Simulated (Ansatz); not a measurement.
**Ti on the Ta site (Ti_Ta) (metastable rock-salt TaN host)**

The numbers are results of PBE, PAW (plane waves to 420 eV; Ansatz, a quantum-chemistry and plane-wave program), not measurements. Cell and caveats: 64-site cell; 4×4×4 shifted k-points; start: the Ta site; no spin–orbit coupling; no Hubbard U; not converged in cell size; the relaxation kept the symmetry of the starting site.

Neighbours after relaxation, in Å: of the Ti atom: N 2.18, N 2.18, N 2.18, N 2.18, N 2.18, N 2.18.

```
charge  moment (μB)  point group  largest move off a lattice site (Å)
------  -----------  -----------  -----------------------------------
0          quenched           Oh                                 0.03
```

Point groups are those of the whole cell at tolerances of 0.03 and 0.1 Å ("near" where only the looser one holds); none is given for unsettled states.

Starting moments that weren't kept: charge 0 began with 1 μB and ended with 0.0.

All states together cost about 13 core-minutes (a rough figure).
